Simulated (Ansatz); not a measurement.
We consider BP (model structure, started from the BeO type, P4₂/mnm, No. 136, 8 atoms in the cell), described by r²SCAN (plane waves, PAW; Ansatz, a quantum-chemistry and plane-wave program).

Run with plane-wave cutoff 560 eV, 6×6×10 k mesh (along the axes of the cell as run), Fermi–Dirac smearing 0.01 eV, scalar-relativistic PAW data made under PBE.

Computed at the level's own relaxed cell.

```xyz
8
Lattice="5.5515 0.0000 0.0000 0.0000 5.5515 0.0000 0.0000 0.0000 3.1967" Properties=species:S:1:pos:R:3 pbc="T T T"
B      1.7856     3.7659     0.0000
B      3.7659     1.7856     0.0000
B      4.5614     4.5614     1.5983
B      0.9902     0.9902     1.5983
P      1.7724     1.7724     0.0000
P      3.7791     3.7791     0.0000
P      1.0034     4.5482     1.5983
P      4.5482     1.0034     1.5983
```

### Question
List the 22 lowest band energies at Γ above −25 eV (eV, relative to the valence band maximum), grouping those that round alike.

### Answer
At Γ: -16.40, -13.12 (×2), -12.68, -9.55, -7.70, -7.21 (×2), -5.47, -4.47, -2.30 (×2), -0.81, -0.41, 0.00 (×2), 1.50, 2.24, 2.84 (×2), 4.32 (×2).

Note: the relaxation could raise the start's symmetry but not lower it, so the cell can be a saddle point.

A model structure was made by putting elements into a prototype or built by hand; it is no filed structure, need not be a known phase, and can be a saddle point held by its symmetry.
